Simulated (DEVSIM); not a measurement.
Structure: abrupt Si n-p junction, at 300 K.

Layer 1 from the left is Si, thickness (μm) 67.0, Nd (cm⁻³) 1.1e18, τn (s) 2.4e-5, τp (s) 7.2e-5. Layer 2 from the left is Si, thickness (μm) 0.300, Na (cm⁻³) 5.9e16, τn (s) 2.4e-5, τp (s) 2.4e-5.

Left contact: ohmic. Right contact: ohmic. Voltage is applied to the left contact. Recombination: SRH at mid-gap. Mobility is μmin + (μ − μmin)/(1 + (N/Nref)^α).

This is a model device: material constants are rounded textbook-type values typed into the input, and sizes, dopings and lifetimes were drawn at random. Values at 300 K.

Si: gap (eV) 1.124, affinity (eV) 4.05, permittivity 11.7, Nc (cm⁻³) 2.86e19, Nv (cm⁻³) 3.1e19, μn (cm²/Vs) 1417, μp (cm²/Vs) 470, μn,min 52, μp,min 45, Nref,n 9.7e16, Nref,p 2.2e17, αn 0.68, αp 0.72.

Estimate by hand the built-in potential, the peak field at zero bias, the capacitance at 1 V, and compare with a numerical solution.


- Built-in potential: ni = √(Nc Nv) exp(−Eg/2kT) = 1.08e10 cm⁻³ with Eg = 1.124 eV; Vbi = kT/q ln(Na Nd/ni²) = 0.878 V; numerical 0.878 V.
- Peak field at zero bias: depletion approximation: W = √(2εVbi/(qN)) = 0.142 μm with N = 5.60e16 cm⁻³; field = 2Vbi/W = 123000 V/cm; numerical 122000 V/cm (estimate above by 0.82 %).
- Capacitance at 1 V: C = √(qεN / 2(Vbi + |V|)) = 49.7 nF/cm²; numerical 50.5 nF/cm² (estimate below by 1.4 %).

DEVSIM, 1D drift-diffusion, Boltzmann statistics, complete ionisation; no tunnelling, impact ionisation, image-force lowering or self-heating.
